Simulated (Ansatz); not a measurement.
Effective masses and thermopower of GaAs under load (space group R3m)

Input:

```xyz
2
Lattice="-0.0155 2.8207 2.8207 2.8207 -0.0155 2.8207 2.8207 2.8207 -0.0155" Properties=species:S:1:pos:R:3 pbc="T T T"
Ga    -0.0021    -0.0021    -0.0021
As     1.4086     1.4086     1.4086
```

These are r2SCAN with spin-orbit coupling, rigid bands (plane waves, PAW; Ansatz, an electronic-structure program) values and carry that method's errors. Condition of this run: uniaxial stress along [111] of 1 GPa (compression positive) (the target of the relaxation). How the cell was made: cell and atoms relaxed with r2SCAN, then loaded as said.

* **band gap**: 0.88 eV
* **electron conductivity mass (300 K, dilute)**: 0.060 mₑ
* **hole conductivity mass (300 K, dilute)**: 0.36 mₑ
* **effective density of states N_c (300 K)**: 3.3e17 cm⁻³
* **effective density of states N_v (300 K)**: 6.5e18 cm⁻³
* **density-of-states mass, electrons**: 0.056 mₑ
* **density-of-states mass, holes**: 0.41 mₑ
* **Seebeck coefficient, n-type 1e19 cm⁻³, 300 K**: -55 μV/K
* **Seebeck coefficient, p-type 1e19 cm⁻³, 300 K**: 233 μV/K

Rigid bands; masses and Seebeck coefficients take one relaxation time τ for all states and one kind of carrier; polarons and phonon drag are left out.
